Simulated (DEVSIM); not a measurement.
Structure: abrupt Ge n-p junction, at 300 K.

| layer (left to right) | material | thickness (μm) | Nd (cm⁻³) | Na (cm⁻³) | τn (s) | τp (s) |
|---|---|---|---|---|---|---|
| 1 | Ge | 1.40 | 1.5e15 | - | 0.00037 | 0.00037 |
| 2 | Ge | 45.0 | - | 1.8e16 | 0.00037 | 0.00037 |

Left contact: ohmic. Right contact: ohmic. Voltage is applied to the left contact. Recombination: SRH at mid-gap. Mobility is constant in doping.

Constants are typed, rounded textbook-type inputs, not results; the design itself was drawn at random and stands for no fabricated device. Values at 300 K.

```tsv
parameter	Ge
gap (eV)	0.664
affinity (eV)	4
permittivity	16
Nc (cm⁻³)	1.04e19
Nv (cm⁻³)	6e18
μn (cm²/Vs)	3900
μp (cm²/Vs)	1900
```

DEVSIM, 1D drift-diffusion, Boltzmann statistics, complete ionisation; no tunnelling, impact ionisation, image-force lowering or self-heating.

The doping Na of layer 2 was swept, all else fixed.

```
doping Na of layer 2 (cm^-3)  potential step across the device at zero bias (V)  dark forward voltage at 100 A/cm² (V)  largest field in the device at zero bias (V/cm)  dark forward voltage at 1 A/cm² (V)
----------------------------  -------------------------------------------------  -------------------------------------  -----------------------------------------------  -----------------------------------
5.4e14                                                                    0.195                                  0.728                                             3700                                0.123
1.8e15                                                                    0.226                                  0.592                                             5700                                0.111
5.4e15                                                                    0.254                                  0.445                                             7500                                0.103
1.8e16                                                                    0.285                                  0.314                                             9600                                0.100
5.4e16                                                                    0.314                                  0.261                                            13000                                0.099
1.8e17                                                                    0.345                             (withheld)                                       (withheld)                                0.098
5.4e17                                                                    0.373                                  0.236                                            35000                                0.098
```

Some entries are withheld; supply them.


- 1.8e17, dark forward voltage at 100 A/cm² (V): 0.241
- 1.8e17, largest field in the device at zero bias (V/cm): 21000
